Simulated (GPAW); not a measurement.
**Pressure against volume in fluorite-structure PbF2 (space group 225) (GPAW, PBE)**

```xyz
3
Lattice="0.0000 2.9172 2.9172 2.9172 0.0000 2.9172 2.9172 2.9172 0.0000" Properties=species:S:1:pos:R:3 pbc="T T T"
Pb     0.0000     0.0000     0.0000
F      1.4586     1.4586     1.4586
F      4.3758     4.3758     4.3758
```

Method: PBE, GPAW PAW datasets PBE (gpaw-data 1.0.1) (plane waves; GPAW 25.7.0). Settings: mode = pw; ecut = 1040 eV; xc = PBE; kpts = 10 10 10; mesh shift (steps) = 0 0 0; occupations.name = fermi-dirac; occupations.width = 0.01 eV; nbands = -4; convergence.forces = 0.001 eV/Å; convergence.bands = -2; symmetry.symmorphic = false; symmetry.tolerance = 0.0005; maxiter = 100. The cell above is the first row's. The rows scale it uniformly. In all rows fractional positions and the k mesh are held.

```
V (Å^3/atom)  P (GPa)
------------  -------
16.550              ?
16.910           3.92
17.270           2.18
17.630           0.63
17.989          -0.74
18.349          -2.01
18.709          -3.09
19.069          -4.09
19.428          -4.93
```

Taking a cubic for P over the 8 complete rows: With u = V - 18.2, the rows have u = -1.2900, -0.9300, -0.5700, -0.2110, 0.1490, 0.5090, 0.8690, 1.2280. Least squares gives P = -1.501 - 3.4160·u + 0.5548·u² - 0.0406·u³. Residuals (row less fit): 0.004, -0.008, -0.004, 0.015, -0.012, 0.011, -0.013, 0.004; standard error 0.014 (degrees of freedom: 4). The fitted pressure is zero at V0 = 17.79, where dP/dV = -3.893, so B0 = -V0·dP/dV = 69.2 GPa.

What does the fit predict for P at V = 16.550, and how far is the calculated value from it?

u = -1.6500, so P = -1.501 - 3.4160 × (-1.6500) + 0.5548 × (-1.6500)² - 0.0406 × (-1.6500)³ = 5.828 GPa. The calculation gives 5.85 GPa, 0.022 GPa above the prediction (0.2 % of the range of P in the table). The row lies outside the fitted rows, so this is an extrapolation. From the scatter of the fitted rows alone, a prediction at this place has a standard error of 0.037 GPa, so the miss is 0.6 times that.

Carrying the step between the two nearest rows on in a straight line would have given 5.66, off by 0.19; series whose last step already gives the withheld value aren't shown. The scan was laid around a cell of about the measured size, scaled by a guess for this functional. This is the high-temperature polymorph. The runs keep the symmetry of the cell, so they don't test it for distortions. Spin-orbit coupling is off. Cutoffs and mesh are single choices, not tested for convergence of this quantity. Series with a scatter that would blur these digits, or in which a gap closes, are not shown.
